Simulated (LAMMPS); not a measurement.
Pressure dependence of Al (fcc) at 1210 K, from the melt.

Level of theory: classical MD, pair style adp, file AlCu.adp, run in LAMMPS.

```
P (GPa)   state                    volume       coordination number  self-diffusion coefficient of Al (not corrected for cell size)
-------  ------  ------------------------  ------------------------  --------------------------------------------------------------
0        liquid    18.891 ± 0.005 Å³/atom  12.2 (counted to 3.82 Å)                                       (6.2 ± 0.1) × 10^-5 cm²/s
2        liquid    18.122 ± 0.002 Å³/atom  12.4 (counted to 3.78 Å)                                     (4.68 ± 0.05) × 10^-5 cm²/s
5        liquid  17.2606 ± 0.0008 Å³/atom  12.6 (counted to 3.74 Å)                                     (3.63 ± 0.04) × 10^-5 cm²/s
```

Caution (rows 2; 5): a run this short can hold a crystal over, or a liquid under, the potential's own melting point, which these runs don't give.

Estimate the isothermal bulk modulus at zero pressure. A parabola P(ln V) through the three points gives −dP/d ln V = 42 GPa at zero pressure.

States go by the mean squared displacement: a species diffuses where it passes 1.5 Å², still rises and gives D over 1e-6 cm²/s; a crystal has left its structure where atoms lie 0.35 Å off their sites on average or a cubic box changes its shape by 3 %, or the axial ratios of another lie 8 % off the starting cell's, which the potential's own relaxation can also do.

Errors of D are the spread over four groups of atoms in one short run; a floor of about 5 %, a picked value, is safer.

The ± values are statistical; the model's systematic error is not in them.
